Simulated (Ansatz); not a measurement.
## 1T (CdI2-type) PtTe₂

Level of theory: revPBE (PAW; Ansatz, a first-principles code).

Numerical settings: plane-wave cutoff 520 eV, 18×18×12 k mesh (along the axes of the cell as run), Fermi–Dirac smearing 0.05 eV, scalar-relativistic PAW data made under PBE.

Cell: relaxed at this level.

```yaml
equilibrium_volume_per_atom: 27.28 Å³/atom
bulk_modulus: 10.9 GPa
equilibrium_lattice_constant_a: 4.098 Å
lattice_parameter_c: 5.626 Å
band_gap: zero (no gap)
```

Measured, for comparison: lattice constant a 4.026 Å, lattice parameter c 5.221 Å (temperature not stated, not corrected to a static lattice; as tabulated in Pelayo et al. (2023), arXiv:2312.15371). Computed (rounded) less measured: lattice constant a +1.8 %, lattice parameter c +7.8 %.

Note: for a layered or molecular solid the relaxed cell lies over 5 % above the published volume, where the minimum can be shallow; the cell comes from a level without a dispersion term, which matters for the spacing of layers, chains or molecules; the bulk modulus comes from volumes at which shape and atoms were relaxed.

Spin–orbit coupling is not included.

Computing time: very roughly 60 core-minutes.
